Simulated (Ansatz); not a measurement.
Start from InSb in the zinc blende structure (space group F-43m, No. 216; a = 6.520 Å). Axes: x, y, z lie along the cube axes.

The values are results of Kohn–Sham DFT with the PBEsol functional, run in Ansatz (an electronic-structure program) with PAW and 420 eV plane waves, no spin-orbit coupling, earlier PAW set, not measurements.

Strains are applied to the cell and any free atomic positions relax; under biaxial strain the out-of-plane vector relaxes too.

One change was made to it. Results:

```tsv
quantity	base	after
pressure (mean of the normal stresses, compression positive)	0.0 GPa	-0.9 GPa
energy relative to the base (free energy F)	0 meV/atom	+7.1 meV/atom
```

Q: Which of these changes matches the shifts?
(A) strain tensor (xx, yy, zz, yz, xz, xy) = (+0.06, +1.76, +0.48, +1.89, +0.28, +0.30) %
(B) biaxial strain −1.32 %, plane normal [110], relaxed out of plane
(C) uniaxial strain ε_yy = +1.61 %

A: A, strain tensor (xx, yy, zz, yz, xz, xy) = (+0.06, +1.76, +0.48, +1.89, +0.28, +0.30) %. For comparison, the energy relative to the base in the other runs: uniaxial strain ε_yy = +1.61 % gives +1.7 meV/atom; biaxial strain −1.32 %, plane normal [110], relaxed out of plane gives +3.1 meV/atom.

No phonon test of stability was made. All final runs are without spin polarisation.
